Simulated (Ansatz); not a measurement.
This Ansatz (a quantum-chemistry and plane-wave program) input is the reference run, BaZrO3 in the cubic perovskite structure (space group Pm-3m, No. 221), computed with Ansatz, PBEsol, PAW, cutoff 420 eV, no spin-orbit coupling:

Ansatz 0.2 input:
```yaml
crystal:
  lattice:
    - [4.1806448946, 0, 0]
    - [0, 4.1806448946, 0]
    - [0, 0, 4.1806448946]
  atoms:
    - { symbol: Ba, position: [0, 0, 0] }
    - { symbol: Zr, position: [0.5, 0.5, 0.5] }
    - { symbol: O, position: [0.5, 0, 0.5] }
    - { symbol: O, position: [0, 0.5, 0.5] }
    - { symbol: O, position: [0.5, 0.5, 0] }
basis: { ecutwfc: 420, ecutrho_ratio: 4, xc_grid: 2, fft_grid_basis: typed }
kpoints: { mp_grid: { grid: [8, 8, 8] } }
hamiltonian:
  xc: pbesol
  dispersion: none
  pseudopotentials: { kind: paw }
scf: { occupations: { method: fermi_dirac, width: 0.05 }, convergence: { dr2_threshold: 0.0000000005 } }
output: { forces: true, stress: true }
checkpoint: { write: state.ck, write_every: 1000 }
```

Write the input for this change: every lattice vector is stretched by 1.20 %; the atoms relax in the strained cell.


Ansatz 0.2 input:
```yaml
crystal:
  lattice:
    - [4.2308126333, 0, 0]
    - [0, 4.2308126333, 0]
    - [0, 0, 4.2308126333]
  atoms:
    - { symbol: Ba, position: [0, 0, 0] }
    - { symbol: Zr, position: [0.5, 0.5, 0.5] }
    - { symbol: O, position: [0.5, 0, 0.5] }
    - { symbol: O, position: [0, 0.5, 0.5] }
    - { symbol: O, position: [0.5, 0.5, 0] }
basis: { ecutwfc: 420, ecutrho_ratio: 4, xc_grid: 2, fft_grid_basis: typed }
kpoints: { mp_grid: { grid: [8, 8, 8] } }
hamiltonian:
  xc: pbesol
  dispersion: none
  pseudopotentials: { kind: paw }
scf: { occupations: { method: fermi_dirac, width: 0.05 }, convergence: { dr2_threshold: 0.0000000005 } }
relax: { f_tol: 0.005, max_steps: 50 }
output: { forces: true, stress: true }
checkpoint: { write: state.ck, write_every: 1000 }
```
This is the input that was run.

Stability against distortions was not tested.
